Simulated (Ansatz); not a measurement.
## BeTe in the zinc blende structure (space group F-43m, No. 216)

```
CELL_PARAMETERS angstrom
      0.00000     2.80217     2.80217
      2.80217     0.00000     2.80217
      2.80217     2.80217     0.00000
ATOMIC_POSITIONS crystal
  Be 0.00000 0.00000 0.00000
  Te 0.25000 0.25000 0.25000
```

The values are results of Kohn–Sham DFT with the PBEsol functional, run in Ansatz (an electronic-structure program) with PAW and 420 eV plane waves, scalar-relativistic without spin-orbit coupling, not measurements. Settings: 10×10×10 k-points, 0.05 eV Fermi–Dirac smearing.

The volume per atom comes out as 22.00 Å³. The density comes out as 5.15 g/cm³. The band gap is 1.84 eV, indirect, Γ → X. The electron mass is 1.4 mₑ along k, 0.25 mₑ across and the hole mass (degenerate bands, along [100]) comes out as 0.20, 0.33, 0.33 mₑ. The lowest conduction-band minima above the VBM is X along ⟨100⟩ 1.84 eV; L along ⟨111⟩ 3.08 eV and the total energy is -3496.283 eV/atom (σ→0; compares only within this code and set-up).

Spin-orbit coupling, missing from the scalar runs, can matter with Te. Effective masses come from finite differences of ±0.01 Å⁻¹. Along k means along the line from Γ to the band edge. No phonon test of stability was made.
